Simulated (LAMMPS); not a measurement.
Cu (fcc) at 950 K and zero pressure, started from the melt, with several potentials, in cells of their own sizes.

Potentials compared:
- EAM-type CuNi.eam.alloy: classical MD, pair style eam/alloy, file CuNi.eam.alloy (LAMMPS); Onat and Durukanoglu, J Phys Cond Matt, 26, 035404 (2014)
- EAM-type Cu_mishin1.eam.alloy: classical MD, pair style eam/alloy, file Cu_mishin1.eam.alloy (LAMMPS); Mishin, Phys Rev B, 63, 224106 (2001)
- EAM-type smf7: classical MD, pair style eam, the elements' _smf7.eam files (smf7) (LAMMPS); Foiles, Phys Rev B 32, 7685 (1985)

```csv
potential,state,volume,first peak of g(r),coordination number,self-diffusion coefficient of Cu (not corrected for cell size),mean phonon frequency,rough cost (ms per atom and simulated ps)
EAM-type CuNi.eam.alloy,liquid,12.997 ± 0.001 Å³/atom,"2.51 Å, height 3.2",13.2 (counted to 3.46 Å),(8.9 ± 0.2) × 10^-6 cm²/s,4.4 THz,1 to 3
EAM-type Cu_mishin1.eam.alloy,liquid,12.926 ± 0.003 Å³/atom,"2.50 Å, height 3.2",13.2 (counted to 3.46 Å),(9.22 ± 0.07) × 10^-6 cm²/s,4.6 THz,1 to 3
EAM-type smf7,liquid,12.987 ± 0.003 Å³/atom,"2.50 Å, height 3.2",12.9 (counted to 3.42 Å),(1.04 ± 0.02) × 10^-5 cm²/s,4.4 THz,0.3 to 1
```

Costs are rough: whole-run CPU time with set-up and analysis, from shared machines, in bands a factor of about three wide.

Caution (row EAM-type CuNi.eam.alloy): this liquid lies under the melting point of about 1290 K that EAM-type CuNi.eam.alloy gives, so it is undercooled.

Caution (row EAM-type Cu_mishin1.eam.alloy): this liquid lies under the melting point of about 1340 K that EAM-type Cu_mishin1.eam.alloy gives, so it is undercooled.

Caution (row EAM-type smf7): this liquid lies under the melting point of about 1240 K that EAM-type smf7 gives, so it is undercooled.

States go by the mean squared displacement: a species diffuses where it passes 1.5 Å², still rises and gives D over 1e-6 cm²/s; a crystal has left its structure where atoms lie 0.35 Å off their sites on average or a cubic box changes its shape by 3 %, or the axial ratios of another lie 8 % off the starting cell's, which the potential's own relaxation can also do.

Errors of D are the spread over four groups of atoms in one short run; a floor of about 5 %, a picked value, is safer.

The ± values are statistical; the model's systematic error is not in them.
